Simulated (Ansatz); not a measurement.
Take Lu in the hcp (Mg type) structure (space group P6_3/mmc, No. 194; a = 3.443 Å, c = 5.367 Å; relaxed with 0.1 eV smearing) as the base. Axes: x lies along a and z along c of the hexagonal cell.

Calculations: PBEsol (Ansatz, a first-principles code, PAW, scalar-relativistic without spin-orbit coupling).

For the base:

| Item | Value |
|---|---|
| Shortest interatomic distance | 3.340 Å |
| Band gap | zero |

It is then changed as follows: a pure shear with ε_xz = ε_zx = 0.0086, atoms relaxed at fixed cell.

Problem. How does this affect the shortest interatomic distance?

Solution. The shortest interatomic distance decreases by 0.024 Å, from 3.340 Å to 3.316 Å.

Problem. Predict the new stress.

Solution. The stress (xx, yy, zz, yz, xz, xy; compression positive) amounts to (0.0, 0.0, 0.0, 0.0, -0.6, 0.0) GPa.

Problem. What happens to the energy relative to the base?

Solution. The energy goes up by 0.9 meV/atom.

Problem. How does this affect the band gap?

Solution. The band gap stays zero.

The cells carry an imposed strain or load. Stability against distortions was not tested.
